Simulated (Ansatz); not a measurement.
How far PBE and r2SCAN part for WC, biaxial strain −1.61 %, plane normal [001], relaxed out of plane

Start from WC (space group P-6m2, No. 187; a = 2.9226 Å, c = 2.8464 Å; relaxed with 0.1 eV smearing). Axes: x lies along a and z along c of the hexagonal cell.

(Cell as relaxed with PBE.)

Levels (all Ansatz, a first-principles code, PAW, earlier PAW set): PBE (420 eV, no spin-orbit coupling); r2SCAN (500 eV, without spin-orbit coupling).

Each level relaxes its own structure.

| base | PBE | r2SCAN |
|---|---|---|
| volume per atom | 10.53 Å³ | 10.42 Å³ |
| lattice parameter a | 2.923 Å | 2.913 Å |
| band gap | zero | zero |

It is then changed as follows: compressive biaxial strain of 1.61 % in the plane normal to [001], as in epitaxy on a mismatched substrate; the out-of-plane cell vector and the atoms relax.

```csv
quantity,PBE,r2SCAN
volume per atom,10.25 Å³,[?]
mean in-plane stress (compression positive),+15.0 GPa,[?]
```

Problem. What does r2SCAN give?

Solution. 
- volume per atom, r2SCAN: 10.15 Å³
- mean in-plane stress (compression positive), r2SCAN: +15.8 GPa

PBE's volume per atom lies 0.106 Å³ above r2SCAN's (1.0 %); PBE's in-plane stress lies 0.86 GPa below r2SCAN's. Neither level is exact; r2SCAN is the comparison here, not a measurement.

Whether these cells are dynamically stable was not tested. All final runs are without spin polarisation.
